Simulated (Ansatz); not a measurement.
Take an 8-atom supercell of Cu in the fcc (Cu type) structure (space group Fm-3m, No. 225; a = 3.564 Å) at its relaxed geometry as the base.

Computed with DFT with PBEsol, PAW potentials and a 420 eV plane-wave cutoff in Ansatz (a program for electronic structure), no spin-orbit coupling.

For the base:

Pressure: 0.1 GPa

Perturbation: a neutral Cu interstitial (started 1.78 Å from the nearest host atom), atoms relaxed at fixed cell, starting from a slightly rattled geometry.

Q: What happens to the pressure?

A: The pressure rises by 56.4 GPa (0.1 GPa → 56.5 GPa).

Q: How does this affect the final site of the added atom?

A: The final site of the added atom is 14 Cu at 2.02–3.09 Å.

Q: What happens to the largest displacement of a host atom from its site in the perfect cell?

A: The largest displacement of a host atom from its site in the perfect cell is 0.49 Å.

The cell is small, so the values are those of an ordered compound at a high defect concentration; dilute-limit values will differ. All final runs are without spin polarisation. The defect cell is not spin-polarised.
